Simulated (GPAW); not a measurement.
A self-consistent single point of RbCl (Fm-3m, 2 atoms in the cell) with GPAW.

Method: PBE, GPAW PAW datasets PBE (gpaw-data 1.0.1) (plane waves; GPAW).

The change in words: lattice scaled by 0.98. Reference geometry:
```xyz
2
Lattice="0.0000 3.2900 3.2900 3.2900 0.0000 3.2900 3.2900 3.2900 0.0000" Properties=species:S:1:pos:R:3 pbc="T T T"
Rb     0.0000     0.0000     0.0000
Cl     3.2900     3.2900     3.2900
```

Reference input (self-consistent single point, DFT PBE, plane waves, GPAW PAW datasets PBE (gpaw-data 1.0.1)): mode = pw; ecut = 600 eV; xc = PBE; kpts = 9 9 9; mesh shift (steps) = 0 0 0; occupations.name = fermi-dirac; occupations.width = 0.05 eV; nbands = -8; convergence.density = 1e-05 e/electron; convergence.bands = -6; symmetry.symmorphic = false; symmetry.tolerance = 0.0005. This run's input differs from it in these lines:

```diff
@@ -5,7 +5,7 @@
 atoms = Atoms(['Rb', 'Cl'],
-              cell=[[0.000000, 3.290000, 3.290000],
-                    [3.290000, 0.000000, 3.290000],
-                    [3.290000, 3.290000, 0.000000]],
+              cell=[[0.000000, 3.224200, 3.224200],
+                    [3.224200, 0.000000, 3.224200],
+                    [3.224200, 3.224200, 0.000000]],
               positions=[[0.000000, 0.000000, 0.000000],
-                         [3.290000, 3.290000, 3.290000]],
+                         [3.224200, 3.224200, 3.224200]],
               pbc=True)
```

Output, abridged:

```
     iter     time        total  log10-change:
                         energy   eigst   dens
iter:   1 --:--:--    -6.781530   +1.30
iter:   2 --:--:--    -6.735367   +0.13  -1.27
iter:   3 --:--:--    -6.564752   -0.78  -1.30
iter:   4 --:--:--    -6.571357   -1.90  -1.56
iter:   5 --:--:--    -6.579772   -2.08  -1.61
iter:   6 --:--:--    -6.579060   -3.21  -2.51
iter:   7 --:--:--    -6.580214c  -3.65  -2.64
iter:   8 --:--:--    -6.579221c  -4.26  -2.55
iter:   9 --:--:--    -6.579173c  -4.44  -3.05
iter:  10 --:--:--    -6.579162c  -5.13  -3.10
iter:  11 --:--:--    -6.579161c  -6.42  -4.02
iter:  12 --:--:--    -6.579161c  -7.29  -4.28
iter:  13 --:--:--    -6.579161c  -8.32c -4.29
iter:  14 --:--:--    -6.579161c  -8.79c -4.30
iter:  15 --:--:--    -6.579162c  -7.28  -4.33
iter:  16 --:--:--    -6.579162c  -8.05c -4.65
iter:  17 --:--:--    -6.579162c  -8.29c -4.84
iter:  18 --:--:--    -6.579162c  -9.76c -5.08c
Converged after 18 iterations.

Dipole moment: (-0.000000, -0.000000, -0.000000) |e|*Ang

Energy contributions relative to reference atoms: (reference = -93658.301819)

Kinetic:        +10.727948
Potential:       -9.810850
External:        +0.000000
XC:              -7.487520
Entropy (-ST):   -0.000000
Local:           -0.008740
SIC:             +0.000000
--------------------------
Free energy:     -6.579162
Extrapolated:    -6.579162

Showing only first 2 kpts
 Kpt  Band  Eigenvalues  Occupancy
  0     6      0.12121    2.00000
  0     7      0.12121    2.00000
  0     8      5.32383    0.00000
  0     9      8.13790    0.00000

  1     6      0.10076    2.00000
  1     7      0.10076    2.00000
  1     8      5.70413    0.00000
  1     9      7.78685    0.00000

Fermi level: 2.00045

Gap: 5.203 eV
Transition (v -> c):
  (s=0, k=0, n=7, [0.00, 0.00, 0.00]) -> (s=0, k=0, n=8, [0.00, 0.00, 0.00])
No difference between direct/indirect transitions
Energy (eV): -6.579162

Forces in eV/Ang:
  0 Rb   -0.00000   -0.00000   -0.00000
  1 Cl   -0.00000    0.00000    0.00000

Stress tensor:
    -0.013351     0.000000    -0.000000
     0.000000    -0.013351    -0.000000
    -0.000000    -0.000000    -0.013351
Stress (GPa, Voigt): [-2.1391 -2.1391 -2.1391 -0.     -0.      0.    ]
```

The run converged in 18 iterations. GPAW prints stress with tension positive. Against the reference run the free energy rises by 19.9 meV/atom, the pressure goes from 0.85 to 2.14 GPa and the gap on the mesh goes from 5.002 to 5.203 eV.

The starting cell has typed, rounded lattice constants, without a prior relaxation at this level. For this run, on top of that: lattice scaled by 0.98.

Cost on one core of a shared machine: roughly 70 s.
